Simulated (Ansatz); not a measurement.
An Ansatz (a first-principles code) input (r2SCAN/PAW in Ansatz, no spin-orbit coupling):

Ansatz 0.2 input:
```yaml
crystal:
  lattice:
    - [0, 3.3828657387, 3.3828657387]
    - [3.3828657387, 0, 3.3828657387]
    - [3.3828657387, 3.3828657387, 0]
  atoms:
    - { symbol: Br, position: [0.25, 0.25, 0.25] }
    - { symbol: Cd, position: [0, 0, 0] }
basis: { ecutwfc: 500, ecutrho_ratio: 4, xc_grid: 4, fft_grid_basis: typed }
kpoints: { mp_grid: { grid: [12, 12, 12] } }
hamiltonian:
  xc: r2scan
  dispersion: none
  pseudopotentials: { kind: paw }
scf: { occupations: { method: fermi_dirac, width: 0.05 }, convergence: { dr2_threshold: 0.0000000002 } }
output: { forces: true, stress: true }
checkpoint: { write: state.ck, write_every: 1000 }
```

Question: Which symmetry and how many k-points will the program report, and about how many plane waves at Γ?

Answer: Space group F-43m (ITA 216) with 24 operations, k-points 72 of 1728, and 1989 plane waves at Γ.

Stability against distortions was not tested. The final runs are not spin-polarised. An odd electron count without spin: CdBr. The cell was made from CdSe by this change: Se → Br; the result is a hypothetical phase, not in the database extracts checked.
